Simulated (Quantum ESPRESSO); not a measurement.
Input and output of a self-consistent single point for SrYMg6 (Amm2, 8 atoms in the cell) (Quantum ESPRESSO).

Computed with PBEsol, SSSP 1.1.2 precision (PBE) pseudopotentials (plane waves; Quantum ESPRESSO 7.5).

```yaml
crystal:
  lattice:
    - [5.26014, 0.00000, 0.00000]
    - [0.00000, 3.54636, 5.84394]
    - [0.00000, -3.54636, 5.84394]
  atoms:
    - { symbol: Sr, position: [0.00000, 0.59812, 0.59812] }
    - { symbol: Y, position: [0.50000, 0.90393, 0.90393] }
    - { symbol: Mg, position: [0.50000, 0.38620, 0.94212] }
    - { symbol: Mg, position: [0.50000, 0.94212, 0.38620] }
    - { symbol: Mg, position: [0.50000, 0.40582, 0.40582] }
    - { symbol: Mg, position: [0.00000, 0.10925, 0.57149] }
    - { symbol: Mg, position: [0.00000, 0.57149, 0.10925] }
    - { symbol: Mg, position: [0.00000, 0.08308, 0.08308] }
```

Reference input (self-consistent single point, DFT, LDA (PZ), plane waves, GBRV 1.5 ultrasoft (LDA) pseudopotentials): ecutwfc = 40 Ry; ecutrho = 320 Ry; occupations = smearing; smearing = fermi-dirac; degauss = 0.0073499 Ry; potentials = {Sr: sr_lda_v1.uspp.F.UPF, Y: y_lda_v1.4.uspp.F.UPF, Mg: mg_lda_v1.4.uspp.F.UPF}; K_POINTS = automatic 4 3 3 0 0 0; conv_thr = 1e-11 Ry; mixing_beta = 0.3. This run's input differs from it in these lines:

```diff
@@ -11,4 +11,4 @@
    ntyp = 3,
-   ecutwfc = 40,
-   ecutrho = 320,
+   ecutwfc = 50,
+   ecutrho = 400,
    occupations = 'smearing',
@@ -16,2 +16,3 @@
    degauss = 0.0073499,
+   input_dft = 'pbesol',
 /
@@ -22,5 +23,5 @@
 ATOMIC_SPECIES
-Sr    87.6200  sr_lda_v1.uspp.F.UPF
-Y     88.9058  y_lda_v1.4.uspp.F.UPF
-Mg    24.3050  mg_lda_v1.4.uspp.F.UPF
+Sr    87.6200  Sr_pbe_v1.uspp.F.UPF
+Y     88.9058  Y_pbe_v1.uspp.F.UPF
+Mg    24.3050  mg_pbe_v1.4.uspp.F.UPF
 CELL_PARAMETERS angstrom
```

Output, abridged:

```
     Self-consistent Calculation

     iteration #  1     ecut=    50.00 Ry     beta= 0.30

     Threshold (ethr) on eigenvalues was too large:
     Diagonalizing with lowered threshold

     negative rho (up, down):  1.092E-01 0.000E+00

     total energy              =    -907.66883540 Ry
     estimated scf accuracy    <       0.69047099 Ry

     iteration #  2     ecut=    50.00 Ry     beta= 0.30

     negative rho (up, down):  1.083E-01 0.000E+00

     total energy              =    -907.55030162 Ry
     estimated scf accuracy    <       0.21258045 Ry

     iteration #  3     ecut=    50.00 Ry     beta= 0.30

     negative rho (up, down):  1.085E-01 0.000E+00

     total energy              =    -907.58209744 Ry
     estimated scf accuracy    <       0.01847274 Ry

   [... 8 blocks of this kind left out ...]

     iteration # 12     ecut=    50.00 Ry     beta= 0.30

     negative rho (up, down):  1.096E-01 0.000E+00

     total energy              =    -907.58306017 Ry
     estimated scf accuracy    <          1.5E-10 Ry

     iteration # 13     ecut=    50.00 Ry     beta= 0.30

     negative rho (up, down):  1.096E-01 0.000E+00
     End of self-consistent calculation

     the Fermi energy is     5.9373 ev

!    total energy              =    -907.58306016 Ry
     estimated scf accuracy    <          7.8E-12 Ry
     smearing contrib. (-TS)   =      -0.01391544 Ry
     internal energy E=F+TS    =    -907.56914472 Ry

     convergence has been achieved in  13 iterations

     negative rho (up, down):  1.096E-01 0.000E+00

     Forces acting on atoms (cartesian axes, Ry/au):

     atom    1 type  1   force =     0.00000000    0.00000000    0.00039323
     atom    2 type  2   force =     0.00000000    0.00000000    0.00182014
     atom    3 type  3   force =     0.00000000    0.00107811    0.00060402
     atom    4 type  3   force =     0.00000000   -0.00107811    0.00060402
     atom    5 type  3   force =     0.00000000    0.00000000    0.00336990
   [... lines left out ...]
     Total force =     0.007189     Total SCF correction =     0.000012
   [... lines left out ...]

     negative rho (up, down):  1.096E-01 0.000E+00
          total   stress  (Ry/bohr**3)                   (kbar)     P=      -10.30
  -0.00006785   0.00000000   0.00000000           -9.98        0.00        0.00
   0.00000000  -0.00006580   0.00000000            0.00       -9.68        0.00
   0.00000000   0.00000000  -0.00007639            0.00        0.00      -11.24

   JOB DONE.
```

The run converged in 13 iterations. Against the reference run the pressure goes from -2.36 to -1.03 GPa and the largest force goes from 0.098 to 0.090 eV/Å.

The starting cell comes from a database of computed structures (which also holds hypothetical and non-ambient phases and stackings), without a prior relaxation at this level.

Cost on one core of a shared machine: roughly 5 min.
